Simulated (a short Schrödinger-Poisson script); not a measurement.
Stack: gated In0.52Al0.48As/In0.53Ga0.47As modulation-doped gas in a quantum well, at 300 K.

```tsv
layer	material	thickness (nm)	Nd (cm⁻³)	Na (cm⁻³)
1	In0.52Al0.48As	20	-	-
2	In0.52Al0.48As	10	1.6e18	-
3	In0.52Al0.48As	5	-	-
4	In0.53Ga0.47As	15	-	-
5	In0.52Al0.48As	4000	-	8e14
```

Constants are typed, rounded textbook-type inputs, not results; the design itself was drawn at random and stands for no fabricated device. In0.52Al0.48As: permittivity 12.5, conduction-band edge (eV) 0.52, gap (eV) 1.45, electron mass (mₑ) 0.075, Nv at 300 K (cm⁻³) 1.1e19. In0.53Ga0.47As: permittivity 13.9, conduction-band edge (eV) 0, gap (eV) 0.74, Nv at 300 K (cm⁻³) 7.7e18.

Channel valleys (confinement mass, in-plane density-of-states mass, number): Γ 0.041, 0.041, 1. At the gate the conduction-band edge of layer 1 lies 0.65 eV − eVg above the Fermi level of the channel; the field vanishes at the back. Donor level 0.05 eV below the band edge. The barrier under the gate holds no holes. Gaps are held at their typed values at every temperature. Mesh 0.08 nm at interfaces.

Solved with a short Schrödinger-Poisson script written for these runs: 1D Poisson equation in equilibrium, electrons quantum, Hartree (BenDaniel-Duke, 40 states a valley, the channel's in-plane mass for all, wave functions free to enter the barrier), parabolic valleys, classical holes, donors ionised by Fermi statistics, acceptors fully, no traps, pinning or gate leakage.

The same stack at other levels of the model or other numerical settings:

```tsv
run	sheet density of all electrons at Vg = 0.4 V (cm⁻²)	sheet density of all electrons at Vg = -0.1 V (cm⁻²)	capacitance at Vg = 0.4 V (μF/cm²)	centroid of the channel electrons at Vg = 0.4 V (nm)	rough cost against the base
base	1.26e12	4.55e11	0.283	5.87	about 1
electrons treated as classical, Boltzmann	1.42e12	5.21e11	0.299	3.68	0.02
electrons treated as classical, Fermi-Dirac	1.30e12	…	0.278	…	0.08
electrons treated as quantum, Hartree plus LDA exchange-correlation	1.28e12	4.68e11	0.282	5.80	1
mesh six times as coarse	1.26e12	4.54e11	0.283	5.85	0.2
one subband a valley	1.24e12	4.50e11	0.281	…	0.2
```

Q: Some entries are withheld; supply them.

A: 
- electrons treated as classical, Fermi-Dirac, sheet density of all electrons at Vg = -0.1 V (cm⁻²): 4.88e11
- electrons treated as classical, Fermi-Dirac, centroid of the channel electrons at Vg = 0.4 V (nm): 5.39
- one subband a valley, centroid of the channel electrons at Vg = 0.4 V (nm): 5.61

The classical rows ignore confinement, and Boltzmann statistics overrate the density once the band edge passes the Fermi level.
